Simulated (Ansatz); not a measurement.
**HgTe: pressure series**

Start from HgTe in the zinc blende structure (space group F-43m, No. 216; a = 6.5728 Å).

Cell and atoms are relaxed at each pressure.

The values are results of r2SCAN in Ansatz (plane waves to 500 eV, PAW, spin-orbit coupling left out), not measurements.

Notes on the quantities. enthalpy: H = E + PV relative to the base's energy.

```json
[
 {"change": "base", "lattice parameter a": "6.573 Å", "enthalpy": "–"},
 {"change": "pressure −2 GPa", "lattice parameter a": "6.701 Å", "enthalpy": "-0.46 eV/atom"},
 {"change": "pressure −1 GPa", "lattice parameter a": "6.632 Å", "enthalpy": "-0.22 eV/atom"},
 {"change": "pressure 0.9 GPa", "lattice parameter a": "6.527 Å", "enthalpy": "+0.20 eV/atom"},
 {"change": "pressure 2.1 GPa", "lattice parameter a": "6.472 Å", "enthalpy": "+0.45 eV/atom"},
 {"change": "pressure 4.5 GPa", "lattice parameter a": "6.380 Å", "enthalpy": "+0.95 eV/atom"},
 {"change": "pressure 9 GPa", "lattice parameter a": "6.247 Å", "enthalpy": "+1.83 eV/atom"},
 {"change": "pressure 22.5 GPa", "lattice parameter a": "5.992 Å", "enthalpy": "+4.23 eV/atom"},
 {"change": "pressure 30 GPa", "lattice parameter a": "5.894 Å", "enthalpy": "+5.46 eV/atom"}
]
```

Load acts through the strain it causes; cell and atoms are relaxed under it. Whether these cells are dynamically stable was not tested. Tetrahedral semiconductors of this kind turn to denser phases somewhere between about 1 and 50 GPa; those were not computed, so compressed cells here can lie past the real transition. All final runs are without spin polarisation.

Ansatz is a first-principles code.
